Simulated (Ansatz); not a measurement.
TiS2 under a change: biaxial strain −0.34 %, plane normal [001], relaxed out of plane

Consider TiS$_{2}$ in the CdI2 type structure (space group P-3m1, No. 164; a = 3.359 Å, c = 5.520 Å; layered, stacked along the Cartesian z axis; relaxed with 0.1 eV smearing). Axes: x lies along a and z along c of the hexagonal cell.

Modification: biaxial strain −0.34 %, plane normal [001], relaxed out of plane (Cartesian); in-plane vectors clamped, the third vector and the atoms free.

Calculations: DFT with PBE-D3(BJ), PAW potentials and a 420 eV plane-wave cutoff in Ansatz (a first-principles code), spin-orbit coupling left out. k-mesh 20×20×11 (Γ-centred); smearing 0.1 eV (Fermi–Dirac).

```csv
quantity,base,changed,shift
volume per atom,17.98 Å³,17.88 Å³,-0.10 Å³
space group,P-3m1 (No. 164),P-3m1 (No. 164),–
shortest interatomic distance,2.409 Å,2.407 Å,-0.002 Å
"pressure (mean of the normal stresses, compression positive)",0.0 GPa,0.4 GPa,+0.4 GPa
band gap,zero,zero,–
out-of-plane strain,–,+0.14 %,–
mean in-plane stress (compression positive),–,+0.6 GPa,–
```

Final structure (turned so that z lies along the plane normal):

```xyz
3
Lattice="3.3479 0.0000 0.0000 1.6740 2.8994 0.0000 0.0000 0.0000 5.5273" Properties=species:S:1:pos:R:3 pbc="T T T"
Ti     0.0000     0.0000     0.0000
S      1.6740     0.9665     1.4337
S      3.3479     1.9329     4.0936
```

Cost of the whole job for the changed cell (relaxation, final SCF and bands): roughly 2.1 core-minutes.

Whether these cells are dynamically stable was not tested. The base started in P3m1 and relaxed to P-3m1 at this level. All final runs are without spin polarisation. The zero or small gap of TiS2 can change with the level of theory.
